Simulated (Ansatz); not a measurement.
Here is the system:

```xyz
9
Lattice="0.0000 3.5613 3.5613 3.5613 0.0000 3.5613 3.5613 3.5613 0.0000" Properties=species:S:1:pos:R:3 pbc="T T T"
Ca     5.3419     5.3419     5.3419
Ca     1.7806     1.7806     1.7806
H      3.5613     3.5613     5.4180
H      3.5613     3.5613     1.7046
H      5.4180     3.5613     3.5613
H      1.7046     3.5613     3.5613
H      3.5613     5.4180     3.5613
H      3.5613     1.7046     3.5613
Ru     0.0000     0.0000     0.0000
```

Method: PBEsol, rigid bands (plane waves, PAW, scalar-relativistic; Ansatz, a quantum-chemistry and plane-wave program). Cell: cell and atoms relaxed with PBEsol.

Predict the hole conductivity mass (n e² τ/σ) at 300 K, by direction if it differs.

12.4 mₑ.

Predict the electron conductivity mass (n e² τ/σ) at 300 K, by direction if it differs.

0.69 mₑ.

And the band gap?

2.38 eV at this level; semilocal functionals usually fall short of the measured gap.

Rigid bands, one relaxation time for all states, no polarons. Spin-orbit coupling is left out; where it splits the top of the valence band it changes the hole mass and lowers the gap by about a third of the splitting.

Computed structure with no diffraction record at hand here (it may be known, metastable or hypothetical): Ca2RuH6 (Fm-3m).
